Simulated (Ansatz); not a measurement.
Worked example: self-consistent single point of NiSb (P6_3/mmc, 4 atoms in the cell) in Ansatz (a first-principles code).

Method of the run: PBE (plane waves, PAW; Ansatz).

The change in words: lattice scaled by 0.98. Reference geometry:
```
NiSb
1.0
    1.97836    -3.42662     0.00000
    1.97836     3.42662     0.00000
    0.00000     0.00000     5.16488
Ni Sb
2 2
Direct
  0.00000   0.00000   0.50000
  0.00000   0.00000   0.00000
  0.33333   0.66667   0.25000
  0.66667   0.33333   0.75000
```

Reference input (self-consistent single point, DFT, PBE, plane waves, default PAW files): kpoints.mp_grid.grid = 8 8 5; hamiltonian.xc = pbe; hamiltonian.pseudopotentials = {kind: paw} (the program's default PAW files); scf.occupations.method = gaussian; scf.occupations.width = 0.2 eV. This run's input differs from it in these lines:

```diff
@@ -3,5 +3,5 @@
   lattice:
-    - [1.978362, -3.426624, 0.000000]
-    - [1.978362, 3.426624, 0.000000]
-    - [0.000000, 0.000000, 5.164884]
+    - [1.938795, -3.358092, 0.000000]
+    - [1.938795, 3.358092, 0.000000]
+    - [0.000000, 0.000000, 5.061586]
   atoms:
```

The program printed (abridged):

```
SCF iter   1: F=—  HF=-24649.349467 eV  |F-HF|=—  |Δ(HF+E_count)|=         —  Δρ=4.10e-3  dr2=6.67e-3  ethr=1.77e-3  ⟨swp⟩=6.2  Hψ=4667  notcnv=0
all-band conjugate gradients solve this SCF's bands
preconditioner: auto → Kerker (q_TF=auto, 2.729 Å⁻¹)
SCF iter   2: F=—  HF=-24649.348893 eV  |F-HF|=—  |Δ(HF+E_count)|=   5.73e-4  Δρ=1.34e-3  dr2=7.91e-4  ethr=1.01e-5  ⟨swp⟩=2.0  Hψ=2271  notcnv=0
SCF iter   3: F=—  HF=-24649.348942 eV  |F-HF|=—  |Δ(HF+E_count)|=   4.89e-5  Δρ=5.91e-4  dr2=2.37e-4  ethr=1.20e-6  ⟨swp⟩=1.1  Hψ=1200  notcnv=0
SCF iter   4: F=—  HF=-24649.348948 eV  |F-HF|=—  |Δ(HF+E_count)|=   5.88e-6  Δρ=1.04e-4  dr2=8.09e-6  ethr=3.59e-7  ⟨swp⟩=2.1  Hψ=1433  notcnv=0
SCF iter   5: F=—  HF=-24649.348948 eV  |F-HF|=—  |Δ(HF+E_count)|=   6.61e-7  Δρ=3.52e-5  dr2=5.71e-7  ethr=1.23e-8  ⟨swp⟩=2.0  Hψ=1512  notcnv=0
SCF iter   6: F=-24649.348947 eV  HF=-24649.348948 eV  |F-HF|=3.15e-8  |Δ(HF+E_count)|=   9.37e-8  Δρ=8.81e-6  dr2=6.25e-8  ethr=1.52e-10  ⟨swp⟩=8.8  Hψ=6003  notcnv=0
SCF 1 converged in 6 iterations: F = -24649.348947 eV  dr2 = 6.25e-8
Free energy (F): -24649.348947 eV
Internal energy: -24649.307869 eV  (E = F + TS)
E sigma→0 (E₀):  -24649.328408 eV
Entropy (-TS):   -0.041079 eV (-10.270 meV/atom)
Fermi energy:    16.072325 eV
--- Forces (eV/Å), atoms counted from 1 ---
  atom   1  Ni     0.00000000     0.00000000     0.00000000
   [... zero for the other atoms too ...]
--- Stress (GPa, compression-positive) ---
        9.575608       0.000000       0.000000
        0.000000       9.575608       0.000000
        0.000000       0.000000       8.377084
  P = ⅓ Tr σ = 9.1761 GPa (91.761 kbar)
  The stress holds the Pulay correction. Without it, at fixed plane waves, as pw.x and ABINIT print it: P = 9.1059 GPa
```

The run converged in 6 iterations. Against the reference run the free energy goes up by 31.3 meV/atom and the pressure goes from 1.03 to 9.18 GPa.

The starting cell has typed, rounded lattice constants, without a prior relaxation at this level. Its lattice was rescaled by a random factor within 2.5 % of one. For this run, on top of that: lattice scaled by 0.98. Spin polarisation is off. With a pressure of about 9 GPa the cell is away from its equilibrium volume at this level. Ansatz's pressure includes its estimate of the finite-basis (Pulay) stress.

Keys are those of Ansatz 0.2.
